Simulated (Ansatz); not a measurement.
The cell is built on a prototype and need not be the phase stable at ambient conditions.

Inside the gap of an insulator the Bloch states are evanescent, with a wavenumber k + iκ along the transport direction.

Given:

```yaml
crystal:
  lattice:
    - [2.78342, 0.00000, 0.00000]
    - [-1.39171, 2.41051, 0.00000]
    - [0.00000, 0.00000, 4.79669]
  atoms:
    - { symbol: Li, position: [0.00000, 0.00000, 0.00000] }
    - { symbol: Li, position: [0.00000, 0.00000, 0.50000] }
    - { symbol: F, position: [0.33333, 0.66667, 0.25000] }
    - { symbol: F, position: [0.66667, 0.33333, 0.75000] }
```

Space group of this cell: P6_3/mmc, NiAs type. The cell was relaxed by PBE-D3(BJ); by r2SCAN its mean pressure is -0.6 GPa.

Transport runs along the normal of the first two printed cell vectors.

The gap is the functional's own, uncorrected, and κ follows it; spin-orbit coupling is left out. Mid-gap values are interpolated between the computed energies.

State the band gap and the smallest decay constant κ at mid-gap according to r2SCAN (Ansatz, an electronic-structure program).

Gap 10.11 eV on a 12×12×6 mesh; κ = 0.676 1/Å, at the zone centre.
